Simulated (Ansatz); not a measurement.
SiH3 on the 1x1 (0001) surface of hcp Co, ferromagnetic, one in a 2x2 cell, started at the site 'top Co'

Level of theory: PBE (plane waves to 420 eV, PAW; Ansatz, a program for electronic structure).

Set-up: 20 atoms, 6.0 Å thick at the start under the adsorbate (thin: gaps and levels are the slab's own); mesh 7x7x1; 0.1 eV smearing; dipole correction on; 8 atoms held, the rest relaxed; start symmetry kept, larger cells not searched; spin-polarised, no spin-orbit, no U, no dispersion correction. At the end it is bonded to Co. In PBE this state lies 0.77 eV over the lowest of the starts that converged ('bridge Co-Co (span 2.5 Å)').

The adsorption energy against SiH4(g) − ½ H2(g) is -0.46 eV and the work function of the top face comes out as 5.29 eV. The change of the work function is 0.32 eV and the change of the step from the bottom to the top vacuum level, against the clean slab is 0.32 eV. The energy released by relaxation comes out as 0.062 eV and the height of the binding atom over the mean of the host atoms within 0.3 Å of the top one is 4.295 bohr. The magnetic moment of the cell is 26.25 μB and the nearest host atoms of the binding atom is Co at 2.29 Å, Co at 3.36 Å, Co at 3.36 Å. The largest move of a host atom comes out as 0.02 Å. The cost is around 20 core-minutes (rough).

A negative adsorption energy means that the adsorbate is more stable on the surface than in its reference.
